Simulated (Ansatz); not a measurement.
# TiO2: response to strain

Start from TiO$_{2}$ in the rutile structure (space group P4_2/mnm, No. 136; a = 4.548 Å, c = 2.917 Å).

Strains are applied to the cell and any free atomic positions relax.

Method: LDA/PAW in Ansatz (a program for electronic structure), no SOC.

Notes on the quantities. pressure: mean of the normal stresses, compression positive.

```csv
isotropic strain (%),pressure (GPa)
-3,28.1
-2.4,21.5
-1.8,15.5
-1.2,9.9
-0.6,?
0,0.0
```

### Question
Fit P = P₀ − Bδ + Cδ² with δ = (1 + ε)³ − 1 to the rows shown and predict the withheld row.

### Answer
Least squares on the printed values gives P₀ = 0.0 GPa, B = 247 GPa (at held cell shape), C = 855 GPa (largest residual 0.1 GPa); this predicts 4.7 GPa, and the run gives 4.7 GPa, in agreement.

Stability against distortions was not tested. The final runs are not spin-polarised.
